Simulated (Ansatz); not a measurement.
## SnS2 under load (space group P-3m1): band-edge transport data

Consider the following.

```yaml
crystal:
  lattice:
    - [3.58152, 0.00000, 0.00000]
    - [-1.79076, 3.10169, 0.00000]
    - [0.00000, 0.00000, 5.63942]
  atoms:
    - { symbol: Sn, position: [0.00000, 0.00000, 0.00000] }
    - { symbol: S, position: [0.33333, 0.66667, 0.26423] }
    - { symbol: S, position: [0.66667, 0.33333, 0.73577] }
```

Calculation: PBEsol+D3BJ with spin-orbit coupling, rigid bands (plane waves, PAW; Ansatz, a first-principles code). Condition of this run: biaxial stress xx = yy = 2 GPa (compression positive) (the target of the relaxation). Cell: cell and atoms relaxed with PBEsol+d3bj, then loaded as said.

```yaml
band_gap: 1.07 eV
electron conductivity mass (300 K, dilute): 0.34 mₑ
hole conductivity mass (300 K, dilute): 2.4 (x), 2.4 (y), 0.31 (z) mₑ
effective density of states N_c (300 K): 3.4e19 cm⁻³
effective density of states N_v (300 K): 1.5e20 cm⁻³
density_of_states_mass_electrons: 1.21 mₑ
density_of_states_mass_holes: 3.3 mₑ
Seebeck coefficient, n-type 1e19 cm⁻³, 300 K: -320 μV/K
best n-type power factor at 300 K for τ = 10 fs (best axis; densities from 1e16 to 1e21 cm⁻³ tried, whether or not they can be reached): 17.1 μW/(cm·K²) at 1e20 cm⁻³
Seebeck coefficient, p-type 1e19 cm⁻³, 300 K: 420 μV/K
best p-type power factor at 300 K for τ = 10 fs (best axis; densities from 1e16 to 1e21 cm⁻³ tried, whether or not they can be reached): 37 μW/(cm·K²) at 1e20 cm⁻³
```

Rigid bands; masses and Seebeck coefficients take one relaxation time τ for all states and one kind of carrier; polarons and phonon drag are left out. Geometry: cell and atoms relaxed with PBEsol+D3(BJ).

PBEsol with a dispersion correction tends to overbind, so the cell can be several per cent short, in bad cases over ten, which usually narrows a gap: SnS2 under load (space group P-3m1).
